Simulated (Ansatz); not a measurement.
## Pb: stress against strain

Pb (fcc, Fm-3m, 30.031 Å³/atom and stress up to 0.01 GPa in the relaxed cell) under an equal strain ε in the (111) plane with the normal axis free, as in a coherent film. PBEsol in Ansatz, a plane-wave DFT program (PAW, default set), 420 eV, 23×23×23 Γ-centred mesh, Fermi-Dirac smearing 0.10 eV. Stress is positive for a compressed cell.

Here s stands for strain and y for stress xx.

| strain (%) | stress xx (GPa) |
|---|---|
| -1.25 | 1.05 |
| -0.83 | 0.68 |
| -0.42 | 0.33 |
| 0.00 | -0.01 |
| 0.42 | -0.32 |
| 0.83 | -0.61 |
| 1.25 | -0.88 |
| 2.50 | ? |

Fit y of the 7 rows that show it with a straight line. Means: s 0, y 0.034. About the means, the sum of products is -3.7562 and the sum of squares of s is 4.8556; the slope is their ratio. Least squares gives y = 0.034 - 0.7736·s. Residuals (row less fit): 0.049, 0.004, -0.029, -0.044, -0.029, -0.002, 0.053; standard error 0.042 (degrees of freedom: 5). The slope gives the biaxial elastic modulus of this plane = about 77 GPa.

Question: What does the fit predict for y at s = 2.50, and how far is the calculated value from it?

Answer: y = 0.034 - 0.7736 × 2.50 = -1.900 GPa. The calculation gives -1.57 GPa, 0.330 GPa above the prediction (12.6 % of the range of y in the table). The row lies outside the fitted rows, so this is an extrapolation. From the scatter of the fitted rows alone, a prediction at this place has a standard error of 0.066 GPa, so the miss is 5.0 times that.

A polynomial of degree 2 through the 12 other runs of the series gives -1.56 there, so most of the miss is curvature that the fit leaves out. In a metal these values are sensitive to mesh and smearing; energies are taken to zero smearing, stresses follow the free energy. Spin-orbit coupling is left out, which can shift these values for the heavy elements here. Rows are the converged runs of the series near zero and its far end; series whose fitted rows scatter by over a few per cent of the range, as at a crossing or softening among them, aren't shown in this form, nor equations of state whose B0' disagrees with the runs' pressures. Most that stay on the fit to the last digits aren't either.
